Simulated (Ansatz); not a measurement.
A periodic model of amorphous Si₂₄O₅₁Sb₂:

```
O51Sb2Si24
1.0
   10.41812     0.05011     0.29072
    0.05011    11.04730    -0.28292
    0.29072    -0.28292    10.21586
Si O Sb
24 51 2
Direct
  0.53482   0.40316   0.28785
  0.87354   0.56011   0.06980
  0.94369   0.38961   0.53890
  0.56707   0.25801   0.77959
  0.72352   0.31823   0.03805
  0.42293   0.66448   0.00674
  0.40909   0.90921   0.89606
  0.95691   0.17053   0.10607
  0.68953   0.76724   0.11169
  0.12225   0.05333   0.26572
  0.13359   0.96603   0.99270
  0.37954   0.65754   0.28790
  0.06326   0.91274   0.53286
  0.57828   0.98801   0.64949
  0.81146   0.83737   0.65495
  0.57557   0.68900   0.57594
  0.27583   0.70308   0.55523
  0.33399   0.40309   0.92186
  0.04241   0.41468   0.23743
  0.91598   0.78096   0.92511
  0.28323   0.29886   0.20660
  0.65746   0.43123   0.55749
  0.18502   0.47003   0.68751
  0.57261   0.84257   0.37043
  0.22735   0.60702   0.66122
  0.42495   0.73482   0.58756
  0.97402   0.09751   0.23929
  0.03642   0.08882   0.98630
  0.26982   0.64065   0.40597
  0.93229   0.63581   0.94697
  0.90161   0.80662   0.77217
  0.93511   0.24689   0.57192
  0.64153   0.26876   0.91354
  0.56640   0.70152   0.04857
  0.12874   0.22937   0.76633
  0.73343   0.96877   0.67309
  0.41611   0.30841   0.28136
  0.41149   0.29950   0.81184
  0.76988   0.64711   0.15599
  0.63648   0.72352   0.43218
  0.05459   0.01988   0.64891
  0.56561   0.54667   0.59902
  0.19654   0.41908   0.25450
  0.47188   0.92214   0.74024
  0.03764   0.45765   0.64245
  0.98051   0.39460   0.38276
  0.63649   0.34359   0.67740
  0.80794   0.46514   0.55587
  0.69030   0.74234   0.66633
  0.25752   0.96981   0.89021
  0.49312   0.96532   0.00341
  0.27463   0.36898   0.59608
  0.61373   0.37471   0.41676
  0.30770   0.31754   0.04635
  0.04583   0.84787   0.96603
  0.32707   0.65957   0.14079
  0.17829   0.81992   0.56602
  0.91951   0.84731   0.52895
  0.80980   0.19927   0.07019
  0.55399   0.13277   0.69139
  0.81511   0.43364   0.00388
  0.48424   0.54381   0.29008
  0.21074   0.44858   0.84392
  0.56146   0.95308   0.48910
  0.78660   0.83368   0.00744
  0.43458   0.79483   0.32077
  0.02258   0.30218   0.12972
  0.17468   0.96152   0.14469
  0.62874   0.36731   0.15944
  0.66153   0.86468   0.23763
  0.42594   0.51957   0.94773
  0.37639   0.75814   0.90230
  0.11338   0.98098   0.39995
  0.21688   0.17370   0.25956
  0.98455   0.53179   0.17144
  0.95720   0.15821   0.73513
  0.28291   0.20297   0.65460
```

Methods: PBE, scalar-relativistic without spin-orbit coupling (Ansatz, a program for electronic structure); r2SCAN, scalar-relativistic without spin-orbit coupling (Ansatz); HSE06, scalar-relativistic without spin-orbit coupling (Ansatz). Neutral PBE cell, which sets geometry, pressure and energy: sampling: a 2×2×2 Γ-centred mesh; Fermi-Dirac width 0.02 eV; no spin polarisation. Exact exchange is cut at the faces of this 10 Å cell, which leaves hybrid gaps a finite-size error.

A CHGNet melt-quench gave the starting glass, which DFT then relaxed. O atoms were pushed apart under 1.9 Å during the dynamics, to hinder bonds among them. The hot cell started wider than the set density and was brought back towards it in steps. It is the lowest in DFT energy of 2 quenches. It is a model cell: composition and starting density were chosen by hand, and all elements were melted together. No dispersion term was used. Its density started from a set value of 2.45 and ended at 2.45 g/cm³. The quench (nominally 400 K/ps over its main leg) was far faster than any real one, so the model tends to hold more defects than a real film. A cell of this size samples the disorder only roughly. The volume was held where the preparation left it and the shape relaxed.

**Question.** Give the pressure and the spacing of the highest filled and lowest empty levels.

**Answer.** 
The pressure on a 2×2×2 Γ-centred mesh comes out as -0.69 GPa, the largest force and stress component on that mesh (the relaxation ran on the zone centre alone) is 0.03 eV/Å and 0.7 GPa and the gap between localised states on a 2×2×2 Γ-centred mesh (PBE) is 1.15 eV. The gap between localised states at the zone centre (PBE) is 1.17 eV and the gap between localised states at the zone centre (r2SCAN) is 1.52 eV. The gap between localised states at the zone centre (HSE06) comes out as 2.59 eV and the distance between the nearest levels spread over more than a fifth of the atoms or a third of the atoms of their main element (six at least) (PBE, zone centre) comes out as 4.75 eV.

**Question.** At PBE and the zone centre, how localised are the states just below and above the Fermi level (participation number: the atoms over which a state spreads)?

**Answer.** The highest filled state is spread over 1.4 atoms' worth, largest on O51, with weights by element (charge in smoothed Voronoi cells) O 0.93, Si 0.07, Sb 0.00. The lowest empty state is spread over 2.9 atoms' worth, largest on Sb77, with weights by element (charge in smoothed Voronoi cells) Sb 0.60, O 0.38, Si 0.02.

At PBE the levels at both edges of the gap are localised (band-tail or defect states), and the nearest spread-out levels lie 4.7 eV apart at the zone centre.

Neighbours within Si-Si 2.60 Å, Si-O 1.92 Å, Si-Sb 2.92 Å, O-O 1.58 Å, O-Sb 2.46 Å, Sb-Sb 3.25 Å count as bonded. Two cations that share two anions don't count as bonded, nor two that share one unless they lie closer than Si-Si 2.38 Å, Si-Sb 2.68 Å, Sb-Sb 2.97 Å.

Added carriers, by PBE, scalar-relativistic without spin-orbit coupling run with Ansatz on the zone centre alone. Charged cells keep the cell fixed and stand in a uniform background, with no image correction, at a width of 0.01 eV; where the count is odd the moment is locked at 1 μB, unless the neutral cell bore moments. Each starts from the undistorted neutral geometry alone. PBE's self-interaction favours spread-out carriers, so it can miss traps that a hybrid finds.

**Question.** What happens at PBE when the cell takes an extra electron and the atoms relax?

**Answer.** Relaxation lowers the charged cell by 1.20 eV. The largest moves are Sb77 0.88 Å, O35 0.58 Å, O47 0.58 Å, O33 0.54 Å. The level that holds the added charge spreads over 2.5 atoms' worth, most on Sb77 (weight 0.61): a localised (trapped) carrier, which neighbours of that atom can share. Bonds broken: O38-Sb77. Made neutral again at that geometry, the cell lies +0.63 eV from the neutral start (a closed shell was imposed there, with levels 0.12 eV apart, so this is an upper bound).

**Question.** What happens at PBE when the cell takes a hole and the atoms relax?

**Answer.** Relaxation lowers the charged cell by 0.67 eV. The largest moves are Sb77 0.29 Å, Si7 0.22 Å, O52 0.21 Å, O35 0.20 Å. The level that was emptied spreads over 1.6 atoms' worth, most on O51 (weight 0.79): a localised (trapped) carrier, which neighbours of that atom can share. No bond crosses its cut-off with a change of over 0.15 Å. Made neutral again at that geometry, the cell lies +0.86 eV from the neutral start (a closed shell was imposed there, with levels 0.12 eV apart, so this is an upper bound).

A PBE run started with 1 μB on atoms that lack a bond or may hold spare charge lost its moments; other starts weren't tried.
